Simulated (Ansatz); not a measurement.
BeTe under a change: isotropic strain +2.00 %

The parent structure is BeTe in the zinc blende structure (space group F-43m, No. 216; a = 5.6043 Å).

Perturbation: every lattice vector is stretched by 2.00 %; the atoms relax in the strained cell.

Computed with DFT with PBEsol, PAW potentials and a 420 eV plane-wave cutoff in Ansatz (a program for electronic structure), no spin-orbit coupling. k-mesh 10×10×10 (Γ-centred); smearing 0.05 eV (Fermi–Dirac).

```tsv
quantity	base	changed	shift
volume per atom	22.00 Å³	23.35 Å³	+1.35 Å³
energy relative to the base (free energy F)	0 meV/atom	+14 meV/atom	+14 meV/atom
pressure	0.01 GPa	-3.18 GPa	-3.19 GPa
band gap	1.84 eV	1.98 eV	+0.14 eV
gap character	indirect, Γ → X	indirect, Γ → X	–
mean gap deformation potential ΔEg/Δln V	–	+2.4 eV	–
width of the top valence band	3.30 eV	3.02 eV	-0.28 eV
electron mass	1.4 mₑ along k, 0.25 mₑ across (at X)	1.6 mₑ along k, 0.26 mₑ across (at X)	–
hole mass (degenerate bands, along [100])	0.20, 0.33, 0.33 mₑ (at Γ)	0.19, 0.37, 0.37 mₑ (at Γ)	–
valley order (the lowest conduction-band minima on the path, energy above the VBM, named in the base's zone)	X along ⟨100⟩ 1.84 eV; L along ⟨111⟩ 3.08 eV	X along ⟨100⟩ 1.98 eV; L along ⟨111⟩ 2.92 eV; Γ 3.41 eV	–
```

Final structure:

```yaml
crystal:
  lattice:
    - [0.00000, 2.85821, 2.85821]
    - [2.85821, 0.00000, 2.85821]
    - [2.85821, 2.85821, 0.00000]
  atoms:
    - { symbol: Be, position: [0.00000, 0.00000, 0.00000] }
    - { symbol: Te, position: [0.25000, 0.25000, 0.25000] }
```

Cost of the whole job for the changed cell (relaxation, final SCF and bands): very roughly 7 core-seconds.

With Te present, leaving out spin-orbit coupling can change the band edges. Effective masses come from finite differences of ±0.01 Å⁻¹. Along k means along the line from Γ to the band edge. Stability against distortions was not tested.
